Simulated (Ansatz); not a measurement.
# C (model structure, P4₂/ncm, No. 138, 12 atoms in the cell): smallest direct gap on the k points sampled by level of theory

No measured value is used here.

| level (code) | value (eV) | cell (Å³/atom) |
|---|---|---|
| LDA (Ansatz) | … | 5.76 |
| PBEsol (Ansatz) | 4.80 | 5.87 |
| r²SCAN (Ansatz) | 5.22 | 5.90 |
| r²SCAN+rVV10 (Ansatz) | 5.20 | 5.89 |
| HSE06 (Ansatz) | 6.26 | 5.87 |

Problem. What belongs in the gaps?

Solution. 
- LDA (Ansatz, a program for electronic structure), value (eV): 4.82

At these levels the smallest gap is indirect and lower: LDA 3.59, PBEsol 3.58, r²SCAN 3.99, r²SCAN+rVV10 3.96, HSE06 4.88 eV. Computed values are for a static lattice.  Values are at the level's own relaxed cell; HSE06 at the PBEsol cell. Cutoffs and k meshes differ between the levels. Ansatz's density-functional and Hartree–Fock values are scalar-relativistic unless marked +SOC, with PAW data made under PBE.

A model structure was made by putting elements into a prototype or built by hand; it is no filed structure, need not be a known phase, and can be a saddle point held by its symmetry.
